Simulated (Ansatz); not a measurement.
# Response to strain in C

Start from C in the graphite type structure (space group P6_3/mmc, No. 194; a = 2.458 Å, c = 6.565 Å; layered, stacked along the Cartesian z axis). Axes: x lies along a and z along c of the hexagonal cell.

Strains are applied to the cell and any free atomic positions relax; under biaxial strain the out-of-plane vector relaxes too.

Method: Kohn–Sham DFT with the PBEsol-D3(BJ) functional, run in Ansatz (a first-principles code) with PAW and 420 eV plane waves, no spin-orbit coupling, earlier PAW set.

Notes on the quantities. pressure: mean of the normal stresses, compression positive; energy relative to the base: free energy F.

| variant | volume per atom | pressure | energy relative to the base |
|---|---|---|---|
| base | 8.59 Å³ | 0.0 GPa | 0 meV/atom |
| biaxial strain −3.41 %, plane normal [001], relaxed out of plane | 7.99 Å³ | 36.5 GPa | – |
| biaxial strain +3.73 %, plane normal [001], relaxed out of plane | 9.30 Å³ | -27.5 GPa | – |
| isotropic strain +0.59 % | 8.74 Å³ | … | +2.5 meV/atom |
| isotropic strain +1.20 % | 8.90 Å³ | -10.1 GPa | +10 meV/atom |
| uniaxial strain ε_xx = −1.28 % | 8.48 Å³ | 6.0 GPa | … |
| uniaxial strain ε_xx = −0.93 % | 8.51 Å³ | … | +2.6 meV/atom |
| uniaxial strain ε_xx = +1.01 % | 8.67 Å³ | -4.4 GPa | +3.0 meV/atom |
| uniaxial strain ε_xx = +5.31 % | 9.04 Å³ | -20.1 GPa | +76 meV/atom |
| uniaxial strain ε_yy = +3.42 % | 8.88 Å³ | -13.8 GPa | +33 meV/atom |

Complete the table.


- isotropic strain +0.59 %, pressure: -5.2 GPa
- uniaxial strain ε_xx = −1.28 %, energy relative to the base: +5.0 meV/atom
- uniaxial strain ε_xx = −0.93 %, pressure: 4.3 GPa

The mesh was chosen for an insulator and is coarse for the gapless case. Whether these cells are dynamically stable was not tested.
